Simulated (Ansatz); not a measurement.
## Hypothetical diamond Sb, response to strain

Start from Sb in the diamond structure (space group Fd-3m, No. 227; a = 6.8709 Å; a hypothetical phase, not in the database extracts checked; relaxed with 0.1 eV smearing). Axes: x, y, z lie along the cube axes.

Strains are applied to the cell and any free atomic positions relax.

Levels (all Ansatz, a first-principles code, PAW): PBEsol (420 eV, no spin-orbit coupling); r2SCAN (500 eV, without spin-orbit coupling).

Pressures by level, all at the geometries relaxed with PBEsol:

| case | PBEsol | r2SCAN |
|---|---|---|
| base | 0.0 GPa | 1.1 GPa |
| isotropic strain −1.40 % | 1.6 GPa | 2.8 GPa |
| isotropic strain +4.04 % | -3.3 GPa | -2.5 GPa |
| isotropic strain +4.27 % | -3.4 GPa | -2.7 GPa |
| uniaxial strain ε_zz = +1.14 % | -0.4 GPa | 0.6 GPa |
| strain tensor (xx, yy, zz, yz, xz, xy) = (+0.98, +0.06, +2.18, +0.78, −1.59, −0.80) % | -1.1 GPa | -0.1 GPa |

Single points use the geometry relaxed with PBEsol. Their cutoffs differ, which shifts pressures a little. No phonon test of stability was made.
